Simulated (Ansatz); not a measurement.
**fluorite-type CoSi2 (0 0 1) on Si0.75Ge0.25, ordered (0 0 1) (film strained to the substrate, faces as cut)**

A periodic stack without vacuum, fluorite-type CoSi2 (0 0 1) on Si0.75Ge0.25, ordered (0 0 1) (film strained to the substrate, faces as cut): substrate slab Ge6Si16, film Co8Si16, surface cells [[0, -1], [1, 0]] and [[0, -1], [2, 1]], film strained by +3.2 and +3.2 %, faces GeSi/GeSi and Si/Co as cut (like faces can put a slab off its formula).

The start was prepared with a machine-learned potential, and the result is one local minimum, with the in-plane cell held and forces under 0.04 eV/Å; the film can end far from its bulk form.

The numbers are results of PBE (plane waves to 420 eV, PAW; Ansatz, an electronic-structure program), not measurements. Scalar-relativistic, without spin–orbit coupling; the runs are not spin-polarised; PBE gaps are too small against experiment. Its k-point mesh 5×5×1, Fermi–Dirac width 0.05 eV.

The interface area is 30.6 Å² and the period comes out as 25.87 Å. The gaps between the outermost planes at the two interfaces is 1.54 and 1.25 Å and the Ge–Si contacts across the interfaces within 1.22 times the sum of covalent radii comes out as 5, mean 2.62 Å. The Si–Si contacts across the interfaces within 1.22 times the sum of covalent radii is 5, mean 2.54 Å. The Co–Ge contacts across the interfaces within 1.22 times the sum of covalent radii is 2, mean 2.38 Å. The Co–Si contacts across the interfaces within 1.22 times the sum of covalent radii is 2, mean 2.30 Å and the estimate of the barrier is withheld, since the two interfaces are unlike. The slope of the mean potential energy in the substrate is -3.7 MV/cm × e.

```yaml
crystal:
  lattice:
    - [5.53075, -0.00185, -0.14254]
    - [-0.00182, 5.53094, -0.14338]
    - [-3.45667, -0.69506, 25.99580]
  atoms:
    - { symbol: Ge, position: [0.00154, 0.93897, 0.12474] }
    - { symbol: Si, position: [0.50226, 0.43925, 0.12575] }
    - { symbol: Ge, position: [0.42103, 0.91003, 0.02076] }
    - { symbol: Si, position: [0.92018, 0.41049, 0.01811] }
    - { symbol: Si, position: [0.21049, 0.18686, 0.07140] }
    - { symbol: Si, position: [0.71335, 0.66461, 0.07142] }
    - { symbol: Ge, position: [0.16113, 0.99204, 0.33891] }
    - { symbol: Si, position: [0.66145, 0.49216, 0.33930] }
    - { symbol: Si, position: [0.79201, 0.20729, 0.17866] }
    - { symbol: Si, position: [0.29117, 0.69716, 0.17867] }
    - { symbol: Ge, position: [0.58157, 0.96554, 0.23227] }
    - { symbol: Si, position: [0.08138, 0.46547, 0.23207] }
    - { symbol: Si, position: [0.37151, 0.23557, 0.28562] }
    - { symbol: Si, position: [0.87129, 0.72206, 0.28561] }
    - { symbol: Ge, position: [0.32143, 0.04533, 0.55423] }
    - { symbol: Si, position: [0.82391, 0.54621, 0.55744] }
    - { symbol: Si, position: [0.95155, 0.26046, 0.39261] }
    - { symbol: Si, position: [0.45117, 0.75056, 0.39262] }
    - { symbol: Ge, position: [0.74140, 0.01893, 0.44638] }
    - { symbol: Si, position: [0.24082, 0.51868, 0.44557] }
    - { symbol: Si, position: [0.53382, 0.29402, 0.49972] }
    - { symbol: Si, position: [0.02803, 0.76963, 0.49969] }
    - { symbol: Co, position: [0.98477, 0.59836, 0.77204] }
    - { symbol: Co, position: [0.48483, 0.09837, 0.77206] }
    - { symbol: Co, position: [0.40750, 0.57275, 0.66880] }
    - { symbol: Co, position: [0.90767, 0.07282, 0.66914] }
    - { symbol: Co, position: [0.13131, 0.64535, 0.96963] }
    - { symbol: Co, position: [0.63587, 0.15217, 0.96989] }
    - { symbol: Co, position: [0.55994, 0.62438, 0.87226] }
    - { symbol: Co, position: [0.06049, 0.12316, 0.87226] }
    - { symbol: Si, position: [0.19838, 0.83655, 0.72335] }
    - { symbol: Si, position: [0.69828, 0.33646, 0.72338] }
    - { symbol: Si, position: [0.69677, 0.83601, 0.72186] }
    - { symbol: Si, position: [0.19751, 0.33553, 0.72185] }
    - { symbol: Si, position: [0.62093, 0.80931, 0.61711] }
    - { symbol: Si, position: [0.11592, 0.31166, 0.61712] }
    - { symbol: Si, position: [0.12164, 0.80881, 0.62613] }
    - { symbol: Si, position: [0.62962, 0.31543, 0.62612] }
    - { symbol: Si, position: [0.34829, 0.88714, 0.92209] }
    - { symbol: Si, position: [0.84800, 0.38668, 0.92204] }
    - { symbol: Si, position: [0.84818, 0.88687, 0.92352] }
    - { symbol: Si, position: [0.34810, 0.38617, 0.92317] }
    - { symbol: Si, position: [0.77347, 0.86159, 0.82294] }
    - { symbol: Si, position: [0.27341, 0.36170, 0.82292] }
    - { symbol: Si, position: [0.27216, 0.86069, 0.82213] }
    - { symbol: Si, position: [0.77227, 0.36073, 0.82226] }
```
